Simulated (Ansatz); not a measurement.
Consider BAs in the zinc blende structure (space group F-43m, No. 216; a = 4.809 Å). Axes: x, y, z lie along the cube axes.

Level of theory: PBE, PAW, 420 eV (Ansatz, a first-principles code; scalar-relativistic without spin-orbit coupling).

The change: an isotropic linear strain of −0.50 %; the atoms relax in the strained cell.

**Question.** Predict the stress tensor and what it implies for the stiffness.

**Answer.** Stress of the strained cell less that of the base (GPa, compression positive):
```
   2.04    0.00    0.00
   0.00    2.04    0.00
   0.00    0.00    2.04
```

Then B = −ΔP/(ΔV/V₀) with ΔV/V₀ = -0.0149 gives secant stiffness values (nonlinear terms included at this strain): B ≈ 137 GPa.

Stability against distortions was not tested.
